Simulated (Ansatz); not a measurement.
## How far PBE and PBEsol part for hypothetical R-3 C, electrons 2.0×10^21 cm⁻³

Start from C (space group R-3, No. 148; a = 6.3567 Å, c = 3.8730 Å (hexagonal axes); a hypothetical phase, not in the database extracts checked).

(Cell as relaxed with PBE.)

Levels (all Ansatz, a first-principles code, PAW): PBE (420 eV, scalar-relativistic without spin-orbit coupling); PBEsol (420 eV, no spin-orbit coupling).

Each level relaxes its own structure.

| base | PBE | PBEsol |
|---|---|---|
| volume per atom | 5.65 Å³ | 5.54 Å³ |
| lattice parameter a | 6.357 Å | 6.318 Å |
| band gap | 3.43 eV | 3.33 eV |

Modification: electrons 2.0×10^21 cm⁻³, on a uniform background at fixed cell.

```tsv
quantity	PBE	PBEsol
gap between the host's bands	3.40 eV	___
Fermi level relative to the doped band's edge (positive inside the band; to 0.05 eV)	+0.35 eV	___
shift of the gap caused by the change	-0.03 eV	___
```

Task: Predict the PBEsol column.

Result: 
- gap between the host's bands, PBEsol: 3.30 eV
- Fermi level relative to the doped band's edge (positive inside the band; to 0.05 eV), PBEsol: +0.35 eV
- shift of the gap caused by the change, PBEsol: -0.03 eV

PBE's gap between the host's bands lies 0.10 eV above PBEsol's; the two agree on the Fermi level from band edge and shift of the gap caused by the change. Neither level is exact; PBEsol is the comparison here, not a measurement.

Carriers are added with a uniform compensating background; total energy and stress of such cells depend on the potential's zero and are not compared; many-body gap narrowing is missing at this level. Stability against distortions was not tested.
